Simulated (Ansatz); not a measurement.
The parent structure is WC (space group P-6m2, No. 187; a = 2.884 Å, c = 2.812 Å; relaxed with 0.1 eV smearing).

Calculations: Ansatz (a program for electronic structure), LDA, PAW, cutoff 420 eV, scalar-relativistic without spin-orbit coupling.

For the base:

```
Quantity    Value
--------  -------
Pressure  0.0 GPa
Band gap     zero
```

Perturbation: every lattice vector is shortened by 2.00 %; the atoms relax in the strained cell.

Question: Estimate the effect on the energy relative to the base.

Answer: The energy grows by 52 meV/atom.

Question: Predict the new pressure.

Answer: The pressure (mean of the normal stresses, compression positive) goes from zero to 29.2 GPa.

Question: Estimate the effect on the band gap.

Answer: The band gap is still zero.

Whether these cells are dynamically stable was not tested. All final runs are without spin polarisation.
